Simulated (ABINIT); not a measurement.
A self-consistent single point of LiF (Fm-3m, 2 atoms in the cell) with ABINIT

Method: PBE, PAW (JTH v2.0 PBE PAW) (plane waves; ABINIT).

The input file:

```
# LiF, JTH v2.0 PBE PAW
pp_dirpath "./"
pseudos "Li.GGA_PBE-JTH.xml, F.GGA_PBE-JTH.xml"
acell 3*1.0 Angstrom
rprim
        -0.0000000000    2.0210450000    2.0210450000
         2.0210450000   -0.0000000000    2.0210450000
         2.0210450000    2.0210450000    0.0000000000
natom 2
ntypat 2
znucl 3 9
typat 1 2
xcart
         0.0000000000    0.0000000000    0.0000000000
         2.0210450000    2.0210450000    2.0210450000
      Angstrom
ecut 653 eV
pawecutdg 1306 eV
pawxcdev 0
ixc 11
occopt 3
tsmear 0.05 eV
nband 10
kptopt 1
ngkpt 10 10 10
nshiftk 1
shiftk 0 0 0
nstep 80
tolvrs 1.0e-11
prtwf 0
prtden 0
prtvol 1
enunit 1
```

Output (repeated stretches shortened):

```
 Symmetries : space group Fm -3 m (#225); Bravais cF (face-center cubic)

 -outvars: echo values of preprocessed input variables --------
            acell      1.8897261329E+00  1.8897261329E+00  1.8897261329E+00 Bohr
             ecut      2.39973095E+01 Hartree
           enunit           1
              ixc          11
         kptrlatt       10    0    0      0   10    0      0    0   10
          kptrlen      5.40119492E+01
            natom           2
            nband          10
            ngfft          24      24      24
          ngfftdg          36      36      36
             nkpt          47
            nstep          80
             nsym          48
           ntypat           2
           occopt           3
        pawecutdg      4.79946190E+01 Hartree
         pawxcdev           0
            rprim     -0.0000000000E+00  2.0210450000E+00  2.0210450000E+00
                       2.0210450000E+00 -0.0000000000E+00  2.0210450000E+00
                       2.0210450000E+00  2.0210450000E+00  0.0000000000E+00
          spgroup         225
           tolvrs      1.00000000E-11
           tsmear      1.83746627E-03 Hartree
            typat      1  2
           useylm           1
             xred      0.0000000000E+00  0.0000000000E+00  0.0000000000E+00
                       5.0000000000E-01  5.0000000000E-01  5.0000000000E-01
            znucl        3.00000    9.00000

== DATASET  1 ==================================================================

 Exchange-correlation functional for the present dataset will be:
  GGA: Perdew-Burke-Ernzerhof functional - ixc=11
 Citation for XC functional:
  J.P.Perdew, K.Burke, M.Ernzerhof, PRL 77, 3865 (1996)

 Real(R)+Recip(G) space primitive vectors, cartesian coordinates (Bohr,Bohr^-1):
 R(1)=  0.0000000  3.8192216  3.8192216  G(1)= -0.1309167  0.1309167  0.1309167
 R(2)=  3.8192216  0.0000000  3.8192216  G(2)=  0.1309167 -0.1309167  0.1309167
 R(3)=  3.8192216  3.8192216  0.0000000  G(3)=  0.1309167  0.1309167 -0.1309167
 Unit cell volume ucvol=  1.1141779E+02 bohr^3
 Angles (23,13,12)=  6.00000000E+01  6.00000000E+01  6.00000000E+01 degrees

 Coarse grid specifications (used for wave-functions):

 getcut: wavevector=  0.0000  0.0000  0.0000  ngfft=  24  24  24
         ecut(hartree)=     23.997   => boxcut(ratio)=   2.01500

 Fine grid specifications (used for densities):

 getcut: wavevector=  0.0000  0.0000  0.0000  ngfft=  36  36  36
         ecut(hartree)=     47.995   => boxcut(ratio)=   2.13723

   1.14382679E+02                                ecore*ucvol(ha*bohr**3)

_setup2: Arith. and geom. avg. npw (full set) are     626.401     626.374

--- !BeginCycle
solver: {iscf: 17, nstep: 80, nline: 4, wfoptalg: 10, }
tolerances: {tolvrs: 1.00E-11, }
...

     iter   Etot(hartree)      deltaE(h)  residm     nres2
 ETOT  1  -31.906656785612    -3.191E+01 1.663E+00 1.073E+01
 ETOT  2  -32.048219203392    -1.416E-01 2.542E-02 5.018E+00
 ETOT  3  -32.044807113491     3.412E-03 3.219E-03 3.613E-01
 ETOT  4  -32.044893132305    -8.602E-05 2.431E-03 1.943E-02
 ETOT  5  -32.044932387930    -3.926E-05 1.862E-03 2.929E-04
 ETOT  6  -32.044933817624    -1.430E-06 7.359E-04 3.758E-05
 ETOT  7  -32.044934181095    -3.635E-07 1.544E-03 3.963E-07
 ETOT  8  -32.044934183114    -2.019E-09 1.027E-03 5.078E-08
 ETOT  9  -32.044934183094     1.983E-11 6.465E-04 1.259E-09
 ETOT 10  -32.044934183097    -2.395E-12 6.417E-04 4.121E-11
 ETOT 11  -32.044934183098    -1.492E-12 4.886E-04 1.492E-12

 At SCF step   11       nres2   =  1.49E-12 < tolvrs=  1.00E-11 =>converged.

 Cartesian components of stress tensor (hartree/bohr^3)
  sigma(1 1)= -2.74222946E-05  sigma(3 2)=  0.00000000E+00
  sigma(2 2)= -2.74222946E-05  sigma(3 1)=  0.00000000E+00
  sigma(3 3)= -2.74222946E-05  sigma(2 1)=  0.00000000E+00

 ----iterations are completed or convergence reached----

 reduced coordinates (array xred) for    2 atoms
       0.000000000000      0.000000000000      0.000000000000
       0.500000000000      0.500000000000      0.500000000000
 cartesian forces (eV/Angstrom) at end:
    1     -0.00000000000000    -0.00000000000000    -0.00000000000000
    2     -0.00000000000000    -0.00000000000000    -0.00000000000000
 frms,max,avg= 0.0000000E+00 0.0000000E+00   0.000E+00  0.000E+00  0.000E+00 e/A
 length scales=  1.889726132886  1.889726132886  1.889726132886 bohr
              =  1.000000000000  1.000000000000  1.000000000000 angstroms
 Fermi (or HOMO) energy (eV) =   2.12773   Average Vxc (eV)=  -9.60855
 Eigenvalues (   eV  ) for nkpt=  47  k points:
 kpt#   1, nband= 10, wtk=  0.00100, kpt=  0.0000  0.0000  0.0000 (reduced coord)
 -42.79389  -21.83557   -1.88493   -1.88493   -1.88493    7.07869   21.91109   21.91110
  21.91115   22.43797
 prteigrs : prtvol=0 or 1, do not print more k-points.

--- !EnergyTerms
comment             : Components of total free energy in Hartree
kinetic             :  1.12525003546793E+01
hartree             :  8.28410769531257E+00
xc                  : -4.08217982502327E+00
Ewald energy        : -2.04027690721135E+01
psp_core            :  1.02661051911421E+00
local_psp           : -2.46621124553058E+01
spherical_terms     : -3.46109134689715E+00
internal            : -3.20449341302336E+01
'-kT*entropy'       :  7.83995577207979E-16
total_energy        : -3.20449341302336E+01
total_energy_eV     : -8.71987003386203E+02
...

-Cartesian components of stress tensor (GPa)         [Pressure=  8.0679E-01 GPa]
- sigma(1 1)= -8.06791626E-01  sigma(3 2)=  0.00000000E+00
- sigma(2 2)= -8.06791626E-01  sigma(3 1)=  0.00000000E+00
- sigma(3 3)= -8.06791626E-01  sigma(2 1)=  0.00000000E+00

 Calculation completed.
```

The run converged in 11 iterations.

The starting cell has typed, rounded lattice constants, without a prior relaxation at this level. Its lattice was rescaled by up to half a per cent.
